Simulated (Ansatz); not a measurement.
The parent structure is ZrS₂ in the fluorite structure (space group Fm-3m, No. 225; a = 6.189 Å; a hypothetical phase, not in the database extracts checked).

It is then changed as follows: full substitution S → Cl, then cell and atoms are relaxed.

Levels (all Ansatz, a program for electronic structure, PAW, earlier PAW set): PBEsol (420 eV, without spin-orbit coupling); r2SCAN (500 eV, scalar-relativistic without spin-orbit coupling).

The geometry is relaxed with PBEsol.

```
Item                          Value
--------------------------  -------
PBEsol largest site moment  1.11 μB
PBEsol band gap                zero
PBEsol pressure             0.0 GPa
```

### Question
What does r2SCAN give at this geometry for the electron mass, largest site moment, band gap and pressure?

### Answer
The electron mass amounts to 1.1 mₑ along k, 0.58 mₑ across (at X); the largest site moment grows by 0.06 μB to 1.17 μB; the band gap changes from zero to 0.82 eV; the pressure goes from zero to 4.9 GPa.

The magnetic state is the one reached from the starting moments; the real material's order can differ, and small cells can't hold many antiferromagnetic ones. Single points use the geometry relaxed with PBEsol. Their cutoffs differ, which shifts pressures a little. Effective masses come from finite differences of ±0.01 Å⁻¹. Along k means along the line from Γ to the band edge. No phonon test of stability was made. As relaxed here, ZrCl2 is a hypothetical phase, not in the database extracts checked. A gap here joins edges of opposite spin (a spin-flip gap). Spin-polarised in the final run: PBEsol ZrCl2 and r2SCAN ZrCl2; the other runs are not. The zero or small gap of ZrS2 can change with the level of theory.
